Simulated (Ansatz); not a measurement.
**CsSnI3 under a change: biaxial strain −2.50 %, plane normal [111], relaxed out of plane**

The parent structure is CsSnI3 in the cubic perovskite structure (space group Pm-3m, No. 221; a = 6.131 Å). Axes: x, y, z lie along the cube axes.

One thing is altered: compressive biaxial strain of 2.50 % in the plane normal to [111], as in epitaxy on a mismatched substrate; the out-of-plane cell vector and the atoms relax.

Method: PBEsol (Ansatz, a program for electronic structure; PAW; 420 eV plane waves; spin-orbit coupling left out). Settings: 8×8×8 k-points, 0.05 eV Fermi–Dirac smearing.

Space group: R-3m (No. 166) (base Pm-3m (No. 221))
Energy relative to the base (free energy F): +3.8 meV/atom
Band gap: zero (base 0.10 eV)
Out-of-plane strain: +3.25 % (rough)

Cost of the whole job for the changed cell (relaxation, final SCF and bands): very roughly 4 core-minutes.

Without a gap, meshes like the base's 8×8×8 leave anisotropic stresses uncertain by several tenths of a GPa, and small strain energies with them. With I present, leaving out spin-orbit coupling can change the band edges. Whether these cells are dynamically stable was not tested. All final runs are without spin polarisation. Many cubic perovskites are stable only at high temperature; tilts and polar distortions were not tested. A zero or small gap of CsSnI3 can be the functional's error rather than a property of the material.
